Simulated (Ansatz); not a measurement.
Base system: Sb (space group R-3m, No. 166; layered; relaxed with 0.1 eV smearing).

```
Sb
1.0
    2.16313     1.24888     3.77967
   -2.16313     1.24888     3.77967
    0.00000    -2.49776     3.77967
Sb
2
Direct
  0.23339   0.23339   0.23339
  0.76661   0.76661   0.76661
```

Cartesian axes are those of the cell as printed.

The values are results of Kohn–Sham DFT with the r2SCAN+rVV10 functional, run in Ansatz (a first-principles code) with PAW and 500 eV plane waves, no spin-orbit coupling, not measurements.

It is then changed as follows: the cell is compressed by 1.72 % along x with no lateral relaxation; the atoms relax in the strained cell.

Task: Predict the stress tensor and what it implies for the stiffness.

Result: Stress of the strained cell less that of the base (GPa, compression positive):
```
    1.7     0.0     0.0
    0.0     0.5    -0.4
    0.0    -0.4     0.4
```

Then −Δσ_ii/ε with ε = -0.0172 gives secant stiffness values (nonlinear terms included at this strain): C11 ≈ 101 GPa, C12 ≈ 27 GPa and C13 ≈ 25 GPa.

Whether these cells are dynamically stable was not tested.
